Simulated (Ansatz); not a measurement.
The reference is CdTe in the zinc blende structure (space group F-43m, No. 216; a = 6.619 Å).

The values are results of Ansatz (a quantum-chemistry and plane-wave program) PBE, scalar-relativistic without spin-orbit coupling, earlier PAW set, not measurements.

For the base:

- Band gap = 0.58 eV
- Electron mass = 0.053 mₑ (at Γ)

Now apply this change: cell and atoms relaxed at a pressure of 9 GPa.

What does the calculation give for the band gap after the change?

The band gap rises by 0.52 eV to 1.10 eV.

What happens to the electron mass?

The electron mass goes from 0.053 mₑ (at Γ) to 0.082 mₑ (at Γ).

Spin-orbit coupling, missing from the scalar runs, can matter with Te. Load acts through the strain it causes; cell and atoms are relaxed under it. Effective masses come from finite differences of ±0.01 Å⁻¹. No phonon test of stability was made. Measured, CdTe leaves this structure (for cinnabar) near 3.53 GPa (temperature not stated; as listed in Datta, Sujoy, Jana, Debnarayan, arXiv (2020)), on rising pressure, with hysteresis.
